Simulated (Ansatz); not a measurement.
System: Si₃N₄ (P6₃/m, No. 176). Method: LDA in Ansatz (PAW).

Settings: plane-wave cutoff 500 eV, 6×6×14 k mesh (along the axes of the cell as run), gaussian smearing 0.02 eV, scalar-relativistic PAW data made under PBE.

Computed at the level's own relaxed cell.

Give the computed volume per atom, lattice parameter a, c axis length and band gap.


volume per atom: 10.26 Å³/atom
lattice parameter a: 7.574 Å
c axis length: 2.891 Å
band gap: 4.23 eV (on the SCF k mesh)

Static lattice: no zero-point or thermal effects.

Cost on a shared machine: about 110 core-seconds (a rough figure).

Ansatz is a quantum-chemistry and plane-wave program.
